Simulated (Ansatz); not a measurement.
## BN under a change: pressure 0.3 GPa

The reference is BN in the zinc blende structure (space group F-43m, No. 216; a = 3.625 Å).

The change: cell and atoms relaxed at a pressure of 0.3 GPa.

Method: PBE (Ansatz, an electronic-structure program, PAW, no SOC). Settings: 16×16×16 k-points, 0.05 eV Fermi–Dirac smearing.

The volume per atom remains 5.95 Å³ and the density stays 3.46 g/cm³. The lattice parameter a hardly moves (3.625 Å against 3.624 Å) and the shortest interatomic distance stays essentially unchanged (1.570 Å against 1.569 Å). The band gap remains 4.46 eV and the gap character is still indirect, Γ → X. The smallest direct gap is nearly the same (8.79 eV against 8.80 eV) and the width of the top valence band stays 6.45 eV. The electron mass stays 0.91 mₑ along k, 0.30 mₑ across (at X).

Final structure:

```
BN
1.0
    0.00000     1.81187     1.81187
    1.81187     0.00000     1.81187
    1.81187     1.81187     0.00000
N B
1 1
Direct
  0.75000   0.75000   0.75000
  0.00000   0.00000   0.00000
```

Load acts through the strain it causes; cell and atoms are relaxed under it. Effective masses come from finite differences of ±0.01 Å⁻¹. Along k means along the line from Γ to the band edge. Whether these cells are dynamically stable was not tested.
